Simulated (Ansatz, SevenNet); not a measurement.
# Lattice parameter a of AlB2-type HfB₂: levels of theory against measurement

Reference value: 3.14 Å (measured, temperature not stated, copied from a table, unchecked, not corrected to a static lattice; as tabulated in Journal of Nuclear Materials 21, 14 (1967)).

What do SevenNet-0, LDA, PBE, PBE-D3(BJ), r²SCAN-D4, r²SCAN0, Hartree–Fock give, and how far is each from the reference?


```
level (code)           value (Å)  difference (%)
---------------------  ---------  --------------
SevenNet-0                 3.142           +0.06
LDA (Ansatz)               3.103           -1.18
PBE (Ansatz)               3.145           +0.16
PBE-D3(BJ) (Ansatz)        3.122           -0.57
r²SCAN-D4 (Ansatz)         3.131           -0.29
r²SCAN0 (Ansatz)           3.131           -0.29
Hartree–Fock (Ansatz)      3.175           +1.11
```

The reference's temperature isn't stated, so close values are not ranked against it.

The measured value isn't corrected to a static lattice, so vibrations enter the comparison.  Density-functional levels without +SOC have no spin–orbit coupling. Cutoffs and k meshes differ between the levels. Ansatz's density-functional and Hartree–Fock values are scalar-relativistic unless marked +SOC, with PAW data made under PBE.

Machine-learned potentials (SevenNet-0) are trained on DFT data: a solid inside that data is no test of them.

Differences are worked out from the printed values.

Ansatz is a first-principles code.
